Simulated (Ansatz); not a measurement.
# A computed series for hypothetical rock salt BeTe: element substitutions

Base system: BeTe in the rock salt structure (space group Fm-3m, No. 225; a = 5.302 Å; a hypothetical phase, not in the database extracts checked).

Each row replaces one element on all its sites; cell and atoms are relaxed.

Method: DFT with PBEsol, PAW potentials and a 420 eV plane-wave cutoff in Ansatz (a first-principles code), no SOC.

```csv
variant,band gap,lattice parameter a
base,zero,5.302 Å
Be → Sr,1.57 eV,6.606 Å
Te → Se,zero,4.870 Å
Te → S,0.95 eV,4.590 Å
Te → Sb,zero,5.189 Å
```

With Te present, leaving out spin-orbit coupling can change the band edges. Whether these cells are dynamically stable was not tested. As relaxed here, BeSe, BeS and BeSb are hypothetical phases, not in the database extracts checked. All final runs are without spin polarisation. An odd electron count without spin: BeSb. Gaps under 0.05 eV, about the width of the smearing, are given as zero. The zero or small gap of BeSe can change with the level of theory.
